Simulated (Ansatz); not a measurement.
**A computed series for InAs: point defects**

The parent structure is an 8-atom supercell of InAs in the zinc blende structure (space group F-43m, No. 216; a = 6.1866 Å) at its relaxed geometry.

One neutral defect a cell, atoms relaxed at fixed cell.

Level of theory: Ansatz (a first-principles code) PBE, scalar-relativistic without spin-orbit coupling, earlier PAW set.

```tsv
change	largest displacement of a host atom from its site in the perfect cell	pressure
perfect supercell	–	0.0 GPa
As interstitial (started 2.53 Å from the nearest host atom)	0.15 Å	6.5 GPa
In on a As site (antisite), symmetric start	0.08 Å	3.2 GPa
In interstitial (started 2.68 Å from the nearest host atom)	(withheld)	(withheld)
Li interstitial (started 2.68 Å from the nearest host atom), symmetric start	0.00 Å	3.3 GPa
```

Q: Complete the table.

A: 
- In interstitial (started 2.68 Å from the nearest host atom), largest displacement of a host atom from its site in the perfect cell: 0.10 Å
- In interstitial (started 2.68 Å from the nearest host atom), pressure: 8.8 GPa

In so small a cell the defect repeats every few ångströms: this is an ordered compound, not a dilute defect. A case with no gap was solved on a k-mesh chosen for an insulator, which is coarse for it. Defects with a symmetric start kept the site's symmetry and may sit on a saddle; the others started slightly shaken. The final runs are not spin-polarised.
